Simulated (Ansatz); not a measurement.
Base system: GaCuSe2 in the chalcopyrite structure (space group I-42d, No. 122; a = 5.6719 Å, c = 11.2625 Å).

Level of theory: DFT with PBE, PAW potentials and a 420 eV plane-wave cutoff in Ansatz (a program for electronic structure), no spin-orbit coupling.

Base values:

| Item | Value |
|---|---|
| Pressure | 0.0 GPa |
| Band gap | zero |

The change: every lattice vector is shortened by 4.51 %; the atoms relax in the strained cell.

Question: Estimate the effect on the hole mass.

Answer: The hole mass is 0.074 mₑ along c, 0.52 mₑ across (at Γ).

Question: What happens to the pressure?

Answer: The pressure (mean of the normal stresses, compression positive) goes from zero to 11.6 GPa.

Question: Estimate the effect on the valence-band top at Γ.

Answer: The valence-band top at Γ (three highest levels, from the VBM) comes out as 0.00, -0.10, -0.10 eV.

Question: Predict the new electron mass.

Answer: The electron mass amounts to 0.066 mₑ along c, 0.073 mₑ across (at Γ).

Question: What does the calculation give for the band gap after the change?

Answer: The band gap goes from zero to 0.60 eV.

Masses are band curvatures over ±0.01 Å⁻¹ around the edge. No phonon test of stability was made. The final runs are not spin-polarised. The zero or small gap of GaCuSe2 can change with the level of theory.
